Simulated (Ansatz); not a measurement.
Take Pd in the fcc (Cu type) structure (space group Fm-3m, No. 225; a = 3.876 Å) as the base.

One thing is altered: full substitution Pd → Re; the structure is relaxed again.

Levels (all Ansatz, a first-principles code, PAW): PBEsol (420 eV, no spin-orbit coupling); r2SCAN (500 eV, no SOC).

The geometry is relaxed with PBEsol.

```
Quantity           Value
---------------  -------
PBEsol pressure  0.0 GPa
```

With r2SCAN at the same geometry, the pressure goes from zero to 3.9 GPa.

Single points use the geometry relaxed with PBEsol. Their cutoffs differ, which shifts pressures a little. Stability against distortions was not tested. All final runs are without spin polarisation. This is not the structure that Re has at room temperature and ambient pressure.
